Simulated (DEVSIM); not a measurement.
Device: illuminated Si n-on-p cell, one wavelength, at 300 K.

```csv
layer (left to right),material,thickness (μm),Nd (cm⁻³),Na (cm⁻³),τn (s),τp (s),absorption coefficient (cm⁻¹)
1,Si,0.310,8e17,-,2.3e-7,1.1e-7,53000
2,Si,27.0,-,1.2e15,3.5e-7,3.5e-7,53000
```

Left contact: ohmic, minority hole recombination velocity 600 cm/s. Right contact: ohmic, minority electron recombination velocity 10 cm/s. Voltage is applied to the left contact. Recombination: SRH at mid-gap, radiative, Auger. Gap narrowing is on: ΔEg = 6.92 meV × (l + √(l² + 0.5)), l = ln(N/1.3e17 cm⁻³), shared equally by both band edges. Light enters at the left, 6.7e17 photons cm⁻² s⁻¹, one pass, no reflection. Mobility is μmin + (μ − μmin)/(1 + (N/Nref)^α).

This is a model device: material constants are rounded textbook-type values typed into the input, and sizes, dopings and lifetimes were drawn at random. Values at 300 K.

```
parameter           Si
-------------  -------
gap (eV)         1.124
affinity (eV)     4.05
permittivity      11.7
Nc (cm⁻³)      2.86e19
Nv (cm⁻³)       3.1e19
μn (cm²/Vs)       1417
μp (cm²/Vs)        470
μn,min              52
μp,min              45
Nref,n          9.7e16
Nref,p          2.2e17
αn                0.68
αp                0.72
B (cm³/s)      4.7e-15
Cn (cm⁶/s)     2.8e-31
Cp (cm⁶/s)     9.9e-32
```

Model (solved in DEVSIM): 1D drift-diffusion, Boltzmann statistics, complete ionisation; no tunnelling, impact ionisation, image-force lowering or self-heating.

Base results: dark forward voltage at 100 A/cm² (V) 0.849; short-circuit current (mA/cm²) 107; open-circuit voltage (V) 0.540; largest power (mW/cm²) 46.3.

Question: What follows from this one change: photon flux 6.7e+17 → 6.7e+18 cm^-2 s^-1?

Answer: dark forward voltage at 100 A/cm² little changed (0.849 V); short-circuit current 107 → 1070 mA/cm²; open-circuit voltage 0.540 → 0.622 V; largest power 46.3 → 509 mW/cm².

Question: What follows from this one change: thickness of layer 2 27 → 16 μm?

Answer: dark forward voltage at 100 A/cm² 0.849 → 0.856 V; short-circuit current little changed (107 mA/cm²); open-circuit voltage 0.540 → 0.553 V; largest power 46.3 → 47.4 mW/cm².
